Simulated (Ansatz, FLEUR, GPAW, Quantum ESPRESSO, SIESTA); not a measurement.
**TiGaNi6 (P4/mmm, 8 atoms in the cell) computed with different codes at matched settings**

Self-consistent single point.

```
CELL_PARAMETERS angstrom
      3.51159     0.00000     0.00000
      0.00000     3.51159     0.00000
      0.00000     0.00000     6.94035
ATOMIC_POSITIONS crystal
  Ti 0.00000 0.00000 0.50000
  Ga 0.00000 0.00000 0.00000
  Ni 0.50000 0.50000 0.00000
  Ni 0.50000 0.50000 0.50000
  Ni 0.50000 0.00000 0.24810
  Ni 0.50000 0.00000 0.75190
  Ni 0.00000 0.50000 0.24810
  Ni 0.00000 0.50000 0.75190
```
Moments meant for the start (each program seeds them in its own way; μB, in the order of the atoms Ti Ga Ni Ni Ni Ni Ni Ni): 0.0 0.0 2.0 2.0 2.0 2.0 2.0 2.0.

All programs got the same cell, k-point mesh and kind of occupations, and the same starting moments (in Ansatz's words: kpoints.mp_grid.grid = 5 5 3; magnetization.spin_polarized = true; scf.occupations.method = gaussian; scf.occupations.width = 0.272 eV); potentials, basis and cutoffs are each program's usual ones.

```csv
code,model,pressure (GPa),largest force (eV/Å),k-points,cutoff
FLEUR,"LDA (Vosko-Wilk-Nusair), all-electron FLAPW (FLEUR), scalar-relativistic valence",–,0.033,12,Kmax 3.7 1/bohr
SIESTA,"LDA PW92, numerical atomic orbitals TZP, PseudoDojo LDA standard norm-conserving potentials (rewritten from UPF to PSML)",-0.76,0.165,38,grid 300 Ry
Ansatz,"LDA (PW92), PAW files made with PBE",1.01,0.050,12,default
GPAW,"LDA (Perdew-Wang 92), GPAW PAW datasets LDA (gpaw-data 1.0.1)",3.40,0.100,12,800 eV
Quantum ESPRESSO,"LDA (PW92), PseudoDojo standard norm-conserving (LDA) pseudopotentials",0.85,0.047,12,100 Ry
```

A dash marks a value that a program does not give, or that is left out as unsure.

The spread over the programs that give each value: pressure within 4.16 GPa; largest force within 0.132 eV/Å.

The starting cell comes from a database of computed structures (which also holds hypothetical and non-ambient phases and stackings), without a prior relaxation at this level. Its lattice was rescaled by a random factor within 2.5 % of one. On Ansatz's run: The starting moments vanished: the run ended non-magnetic, which need not be the lowest state. The program warned that a starting moment was not kept. Without a gap this mesh is coarse (it stands for a supercell whose shortest vector is 18 Å).

**Question.** Why do the programs differ, and what cannot be compared?

**Answer.** Differences of this kind can come from the potentials, where these differ, and from what each basis and cutoff leave unconverged. The valence holds different numbers of electrons (FLEUR 121, SIESTA 133, Ansatz (a program for electronic structure) 133, GPAW 111, Quantum ESPRESSO 133). The zero of total energies and Fermi levels follows the potentials and each program's conventions, so they are not compared here. SIESTA uses small atom-centred bases, whose incompleteness enters pressures, forces and empty levels differently from a plane-wave cutoff. FLEUR treats all electrons, but the usual bases taken here (sphere radii, linearisation, local orbitals, empty states) were not tested for convergence, so the values are no reference for the others. Ansatz's pressure is given at a fixed set of plane waves, as the other plane-wave codes print theirs; with its correction for the finite basis it is 1.09 GPa. The programs reduce the same mesh by symmetry to different extents, which changes the work and not the result. In the pressure, SIESTA (by 1.76) and GPAW (by 2.40) lie more than 1 GPa from the median of the plane-wave programs. In the force vectors, SIESTA (by 0.115) lies more than 0.08 eV/Å from the median of the plane-wave programs.

The shared mesh is coarse (it stands for a supercell whose shortest vector is 18 Å), so the values are not converged in it.

Left out of this page: ABINIT (stopped by limits of time or memory); Elk (not drawn, or without a comparable value).

Keys are those of Ansatz 0.2.
